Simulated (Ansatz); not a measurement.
Given:

```
CELL_PARAMETERS angstrom
      4.30051     0.00000     0.00000
     -2.15026     3.72435     0.00000
      0.00000     0.00000     6.57731
ATOMIC_POSITIONS crystal
  Pb 0.00000 0.00000 0.00000
  I  0.33333 0.66667 0.29373
  I  0.66667 0.33333 0.70627
```

No spin polarisation.

Method: Kohn–Sham DFT with the PBE-D3(BJ) functional, run in Ansatz (a first-principles code) with PAW and 420 eV plane waves, scalar-relativistic without spin-orbit coupling. Γ-centred 8×8×5 mesh, Fermi–Dirac width 0.05 eV.

### Question
What is the computed gap character?

### Answer
Direct at A.

### Question
What hole mass does the calculation give?

### Answer
0.33 mₑ along k, 0.25 mₑ across (at A).

### Question
What is the computed electron mass?

### Answer
0.56 mₑ along k, 0.20 mₑ across (at A).

With I and Pb present, leaving out spin-orbit coupling can change the band edges. The cells carry an imposed strain or load. Masses are band curvatures over ±0.01 Å⁻¹ around the edge. Along k means along the line from Γ to the band edge. Whether these cells are dynamically stable was not tested. The cell was made from PbI2 in the CdI2 type structure (space group P-3m1, No. 164) by this change: isotropic strain −5.67 %.
